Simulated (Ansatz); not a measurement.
# Point defect W on the Si site (W_Si) in silicon

All values below come from PBE, PAW (plane waves to 420 eV; Ansatz, a quantum-chemistry and plane-wave program). The supercell holds 64 host sites (2×2×2 repeats of the unit cell), with a 2×2×2 shifted k-point sampling for the final energies. Site at the start: the Si site. Charged cells carry a point-charge image correction with potential alignment at far atoms. Dielectric constants: PBE linear response of the host. Host gap at this level: 0.61 eV. A cell of this size leaves errors of a few tenths of an eV. PBE underestimates the host's gap, which shifts levels and can delocalise carriers. Spin–orbit coupling is left out, which matters for these heavy elements. Each state is the lowest found from its start.

Formation energies E_f are given with the Fermi level at the valence-band maximum. Chemical conditions: impurity bounded by its compound with the host (Δμ(Si) = 0.00 eV, Δμ(W) = -1.02 eV, bounded by tetragonal WSi2; only phases computed here count, gases as isolated molecules at 0 K). Reference phases: Si: silicon, W: bcc W.

```csv
charge,moment (μB),point group,largest move off a lattice site (Å),image correction with alignment (eV),"E_f, impurity bounded by its compound with the host (eV)",above the lowest spin state (eV)
+2*,not spin-polarised,–,0.08,–,–,0.00
+1†,1.0,–,0.08,0.24,–,0.00
0,2.0,Td,0.08,0.00,4.67,0.00
0†,not spin-polarised,–,0.06,0.00,5.06,0.39
−1†,1.0,–,0.05,-0.01,–,0.00
−1†,1.0,–,0.05,-0.01,–,0.00
```

* At this level the carrier isn't localised at the defect: at charge +2 holes occupy the valence band. Such a state is shallow or no state of the defect, and this cell gives it no level.

† Not settled in this cell, so no level is given: charge +1: a level filled in part, carriers not clearly localised, level within 0.1 eV of a band edge or past it; charge −1: level within 0.1 eV of a band edge or past it.

Point groups are those of the whole cell at tolerances of 0.03 and 0.1 Å ("near" where only the looser one holds); none is given for unsettled states.

Starting moments that weren't kept: charge −1 began with 3 μB and ended with 1.0.

All states together cost around 2.9 core-hours (rough).
